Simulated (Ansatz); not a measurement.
We consider SiO₂ (model structure, started from the 3R-MoS2 type, R3m, No. 160, 3 atoms in the cell), described by PBEsol (Ansatz, an electronic-structure program, plane waves, PAW).

Settings: plane-wave cutoff 520 eV, 16×16×16 k mesh, Fermi–Dirac smearing 0.01 eV, scalar-relativistic PAW data made under PBE.

Cell (relaxed at this level):

```
CELL_PARAMETERS angstrom
      1.30179     0.75159     5.77447
     -1.30179     0.75159     5.77447
      0.00000    -1.50318     5.77447
ATOMIC_POSITIONS crystal
  Si 0.99999 0.99999 0.99999
  O  0.72909 0.72909 0.72909
  O  0.60422 0.60422 0.60422
```

### Question
What does this level give for the band gap?

### Answer

band gap: 3.33 eV (on the SCF k mesh)

Note: the relaxation could raise the start's symmetry but not lower it, so the cell can be a saddle point; the cell has widely spaced layers and the level no dispersion term, so their spacing and the moduli can rest on weak binding.

Computing time: about 6 core-minutes (a rough figure).

A model structure was made by putting elements into a prototype or built by hand; it is no filed structure, need not be a known phase, and can be a saddle point held by its symmetry.
